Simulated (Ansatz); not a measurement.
# Au under a change: biaxial strain −2.08 %, plane normal [111], relaxed out of plane

Take Au in the fcc (Cu type) structure (space group Fm-3m, No. 225; a = 4.083 Å; relaxed with 0.1 eV smearing) as the base. Axes: x, y, z lie along the cube axes.

It is then changed as follows: biaxial strain −2.08 %, plane normal [111], relaxed out of plane (Cartesian); in-plane vectors clamped, the third vector and the atoms free.

Calculations: PBEsol (Ansatz, a first-principles code, PAW, no spin-orbit coupling). Settings: 28×28×28 k-points, 0.1 eV Fermi–Dirac smearing.

| quantity | base | changed | shift |
|---|---|---|---|
| space group | Fm-3m (No. 225) | R-3m (No. 166) | – |
| shortest interatomic distance | 2.887 Å | 2.827 Å | -0.060 Å |
| energy relative to the base (free energy F) | 0 meV/atom | +9.2 meV/atom | +9.2 meV/atom |
| pressure (mean of the normal stresses, compression positive) | 0.0 GPa | 2.9 GPa | +2.9 GPa |
| band gap | zero | zero | – |
| out-of-plane strain | – | +2.92 % | – |
| ratio −ε⊥/ε∥ | – | 1.41 | – |
| mean in-plane stress (compression positive) | – | +4.3 GPa | – |

Final structure (turned so that z lies along the plane normal):

```
Au
1.0
    2.82704     0.00000     0.00000
    1.41352     2.44829     0.00000
    1.41352    -0.81610     2.42623
Au
1
Direct
  0.00000   0.00000   0.00000
```

Whether these cells are dynamically stable was not tested.
